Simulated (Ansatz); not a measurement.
Consider the following.

End structure of I on the 1x1 (111) surface of fcc Pt, one in a 2x2 cell, started at the site 'bridge Pt-Pt (span 2.8 Å)':

```xyz
17
Lattice="5.6144 0.0000 0.0000 -2.8072 4.8622 0.0000 0.0000 0.0000 26.0000" Properties=species:S:1:pos:R:3 pbc="T T T"
Pt     0.0000     1.6207     9.5649
Pt    -1.4036     4.0519     9.5649
Pt     2.8072     1.6207     9.5649
Pt     1.4036     4.0519     9.5649
Pt     1.4036     0.8104    11.8668
Pt     0.0000     3.2415    11.8668
Pt     4.2108     0.8104    11.8668
Pt     2.8072     3.2415    11.8668
Pt     0.0021     0.0012    14.1241
Pt    -1.4066     2.4294    14.2128
Pt     2.7978     0.0013    14.1241
Pt     1.4000     2.4223    14.1241
Pt    -0.0416     1.6347    16.4789
Pt    -1.4124     4.0089    16.4789
Pt     2.8328     1.6355    16.4781
Pt     1.3941     4.0464    16.3794
I      1.3965     0.8063    18.6545
```

Model: 17-atom slab, 6.9 Å thick at the start under the adsorbate (thin: gaps and levels are the slab's own), 6x6x1 mesh, Fermi-Dirac 0.1 eV, dipole correction, 8 atoms held, the rest relaxed; symmetry of the start imposed; no spin, no spin-orbit, no U, no dispersion correction. At the end it is bonded to 3 Pt. In PBE it is, or lies within 0.03 eV of, the lowest of the starts that converged.

A negative adsorption energy means that the adsorbate is more stable on the surface than in its reference.

Task: Estimate the adsorption energy against ½ I2(g) that PBE (Ansatz, a quantum-chemistry and plane-wave program) returns for this input.

Result: -1.34 eV

Task: What is the computed change of the work function (PBE)?

Result: -1.22 eV

Task: What is the computed change of the step from the bottom to the top vacuum level, against the clean slab (PBE)?

Result: -1.23 eV

Task: What is the computed work function of the top face (PBE)?

Result: 4.46 eV
